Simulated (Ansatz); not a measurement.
Stishovite (SiO2) was calculated with RPBE in Ansatz (plane waves, PAW).

Run with plane-wave cutoff 520 eV, 8×8×12 k mesh (along the axes of the cell as run), Fermi–Dirac smearing 0.01 eV, scalar-relativistic PAW data made under PBE.

Cell (relaxed at this level):

```
O2Si
1.0
    4.27366     0.00000     0.00000
    0.00000     4.27366     0.00000
    0.00000     0.00000     2.69960
Si O
2 4
Direct
  0.00000   0.00000   0.00000
  0.50000   0.50000   0.50000
  0.30776   0.30776   0.00000
  0.80776   0.19224   0.50000
  0.19224   0.80776   0.50000
  0.69224   0.69224   0.00000
```

### Question
Predict the bulk modulus, band gap and pressure derivative B′ of the bulk modulus.

### Answer

bulk modulus: 235 GPa
band gap: 4.82 eV (direct)
pressure derivative B′ of the bulk modulus: 6.6

Measured, for comparison: bulk modulus 310 ± 1 GPa (300 K, no zero-point or thermal correction; as tabulated in arXiv:1001.2066). Computed (rounded) less measured: bulk modulus -24 %.

Note: the bulk modulus comes from volumes at which shape and atoms were relaxed.

Static lattice: no zero-point or thermal effects.

It cost about 7 core-minutes (a rough figure) of CPU time.

Ansatz is a first-principles code.
